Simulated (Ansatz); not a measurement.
**Al2O3: uniaxial strain ε_zz = +2.25 %**

Start from Al₂O₃ in the corundum structure (space group R-3c, No. 167; a = 4.729 Å, c = 12.892 Å (hexagonal axes)). Axes: x lies along a and z along c of the hexagonal cell.

Modification: the cell is stretched by 2.25 % along z with no lateral relaxation, atoms relaxed at fixed cell.

Calculations: plane-wave PAW DFT at the LDA level (Ansatz, an electronic-structure program, 420 eV), no SOC. Γ-centred 9×9×9 mesh, Fermi–Dirac width 0.05 eV.

```json
[
 {"quantity": "volume per atom", "base": "8.32 Å³", "changed": "8.51 Å³", "shift": "+0.19 Å³"},
 {"quantity": "space group", "base": "R-3c (No. 167)", "changed": "R-3c (No. 167)", "shift": "–"},
 {"quantity": "shortest interatomic distance", "base": "1.844 Å", "changed": "1.856 Å", "shift": "+0.012 Å"},
 {"quantity": "energy relative to the base (free energy F)", "base": "0 meV/atom", "changed": "+6.4 meV/atom", "shift": "+6.4 meV/atom"},
 {"quantity": "pressure (mean of the normal stresses, compression positive)", "base": "-0.01 GPa", "changed": "-5.30 GPa", "shift": "-5.29 GPa"},
 {"quantity": "band gap", "base": "6.43 eV", "changed": "6.14 eV", "shift": "-0.29 eV"},
 {"quantity": "gap character", "base": "direct at Γ", "changed": "direct at Γ", "shift": "–"},
 {"quantity": "width of the top valence band", "base": "0.66 eV", "changed": "0.65 eV", "shift": "-0.01 eV"},
 {"quantity": "electron mass", "base": "0.43 mₑ along c, 0.39 mₑ across (at Γ)", "changed": "0.39 mₑ (at Γ)", "shift": "–"},
 {"quantity": "stress (xx, yy, zz, yz, xz, xy; compression positive)", "base": "–", "changed": "(-2.60, -2.60, -10.71, 0.00, 0.00, 0.00) GPa", "shift": "–"}
]
```

Final structure:

```
Al2O3
1.0
    2.36460     1.36520     4.39389
   -2.36460     1.36520     4.39389
    0.00000    -2.73040     4.39389
Al O
4 6
Direct
  0.64861   0.64861   0.64861
  0.14861   0.14861   0.14861
  0.35139   0.35139   0.35139
  0.85139   0.85139   0.85139
  0.75000   0.44376   0.05624
  0.05624   0.75000   0.44376
  0.25000   0.55624   0.94376
  0.55624   0.94376   0.25000
  0.94376   0.25000   0.55624
  0.44376   0.05624   0.75000
```

Effective masses come from finite differences of ±0.01 Å⁻¹. No phonon test of stability was made.
